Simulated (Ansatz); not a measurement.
A self-consistent single point of GaCuGeSe4 (C2, 7 atoms in the cell) with Ansatz (a quantum-chemistry and plane-wave program).

Method of the run: LDA (PW92), default PAW files made with PBE (plane waves; Ansatz).

```
CELL_PARAMETERS angstrom
     -2.76146     2.76146     5.42151
      2.76146    -2.76146     5.42151
      2.76146     2.76146    -5.42151
ATOMIC_POSITIONS crystal
  Ga 0.50461 0.50461 0.00000
  Cu 0.25000 0.75000 0.50000
  Ge 0.75000 0.25000 0.50000
  Se 0.11400 0.11832 0.47142
  Se 0.88168 0.35310 0.99568
  Se 0.64690 0.64258 0.52858
  Se 0.35742 0.88600 0.00432
```

Reference input (self-consistent single point, DFT, LDA (PW92), plane waves, default PAW files made with PBE): basis.ecutwfc = 420 eV; kpoints.mp_grid.grid = 3 3 3; hamiltonian.xc = lda; hamiltonian.pseudopotentials = {kind: paw} (the program's default PAW files); scf.occupations.method = fixed. This run's input differs from it in these lines:

Ansatz 0.2 input:
```diff
@@ -15,3 +15,3 @@
 basis:
-  ecutwfc: 420.0
+  ecutwfc: 230.0
 kpoints:
```

The program printed (abridged):

```
SCF iter   1: F=—  HF=-36001.879833 eV  |F-HF|=—  |Δ(HF+E_count)|=         —  Δρ=3.73e-2  dr2=1.00e0  ethr=1.77e-3  ⟨swp⟩=4.0  Hψ=1838  notcnv=0  defer=72
all-band conjugate gradients solve this SCF's bands
preconditioner: auto → Resta (q_TF=auto, 2.549 Å⁻¹)
SCF iter   2: F=—  HF=-36000.048896 eV  |F-HF|=—  |Δ(HF+E_count)|=    1.83e0  Δρ=5.43e-2  dr2=3.34e0  ethr=9.11e-4  ⟨swp⟩=3.0  Hψ=1406  notcnv=0  defer=80
   [... lines left out ...]
SCF iter   7: F=—  HF=-35999.386442 eV  |F-HF|=—  |Δ(HF+E_count)|=   8.49e-5  Δρ=2.62e-4  dr2=9.56e-5  ethr=3.02e-7  ⟨swp⟩=2.0  Hψ=1167  notcnv=0  defer=43
SCF iter   8: F=—  HF=-35999.386409 eV  |F-HF|=—  |Δ(HF+E_count)|=   3.36e-5  Δρ=4.54e-5  dr2=3.10e-6  ethr=8.70e-8  ⟨swp⟩=2.0  Hψ=730  notcnv=0  defer=43
SCF iter   9: F=—  HF=-35999.386408 eV  |F-HF|=—  |Δ(HF+E_count)|=   6.38e-7  Δρ=1.02e-5  dr2=2.00e-7  ethr=2.82e-9  ⟨swp⟩=3.0  Hψ=1167  notcnv=0  defer=43
SCF iter  10: F=-35999.386408 eV  HF=-35999.386408 eV  |F-HF|=4.56e-8  |Δ(HF+E_count)|=   7.47e-9  Δρ=5.24e-6  dr2=4.55e-8  ethr=9.09e-11  ⟨swp⟩=9.1  Hψ=2470  notcnv=0
SCF 1 converged in 10 iterations: F = -35999.386408 eV  dr2 = 4.55e-8
Free energy (F): -35999.386408 eV
Internal energy: -35999.386408 eV  (E = F + TS)
E sigma→0 (E₀):  -35999.386408 eV
Fermi energy:    7.124380 eV
--- Forces (eV/Å), atoms counted from 1 ---
  atom   1  Ga     0.00000000     0.00000000    -0.33181523
  atom   2  Cu     0.00000000     0.00000000     0.02371119
  atom   3  Ge     0.00000000     0.00000000     0.12746726
  atom   4  Se     0.05370002     0.08316215     0.02398572
  atom   5  Se    -0.02433126     0.07549690     0.06633356
  atom   6  Se    -0.05370002    -0.08316215     0.02398572
  atom   7  Se     0.02433126    -0.07549690     0.06633356
--- Stress (GPa, compression-positive) ---
       -2.224135      -0.276330       0.000000
       -0.276330      -2.284002       0.000000
        0.000000       0.000000      -3.215534
  P = ⅓ Tr σ = -2.5746 GPa (-25.746 kbar)
  The stress holds the Pulay correction. Without it, at fixed plane waves, as pw.x and ABINIT print it: P = -86.1723 GPa
```

The run converged in 10 iterations. Against the reference run the free energy goes up by 2.07 eV/atom, the pressure goes from -3.28 to -2.57 GPa, the largest force goes from 0.357 to 0.332 eV/Å and the gap on the mesh goes from 0.659 to 0.754 eV.

The starting cell comes from a database of computed structures (which also holds hypothetical and non-ambient phases and stackings), without a prior relaxation at this level. Its lattice was rescaled by up to half a per cent. One atom was moved a little off its site on purpose. Ansatz's pressure includes its estimate of the finite-basis (Pulay) stress. Without the estimate this run gives -86.17 GPa. The cutoff lies below the one recommended for these files.
